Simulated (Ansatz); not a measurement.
Effect of As → Au on BAs

Take BAs in the zinc blende structure (space group F-43m, No. 216; a = 4.768 Å) as the base.

Now apply this change: every As is replaced by Au, then cell and atoms are relaxed.

All numbers come from Ansatz (a quantum-chemistry and plane-wave program), PBEsol, PAW, cutoff 420 eV, no spin-orbit coupling, earlier PAW set. Γ-centred 16×16×16 mesh, Fermi–Dirac width 0.05 eV, for the changed cell.

```json
{
 "density": "11.59 g/cm³ (base 5.25 g/cm³)",
 "lattice_parameter_a": "4.920 Å (base 4.768 Å)",
 "space_group": "F-43m (No. 216) (base F-43m (No. 216))",
 "shortest_interatomic_distance": "2.131 Å (base 2.064 Å)",
 "band_gap": "zero (base 1.08 eV)"
}
```

Whether these cells are dynamically stable was not tested. As relaxed here, AuB is a hypothetical phase, not in the database extracts checked. The final runs are not spin-polarised.
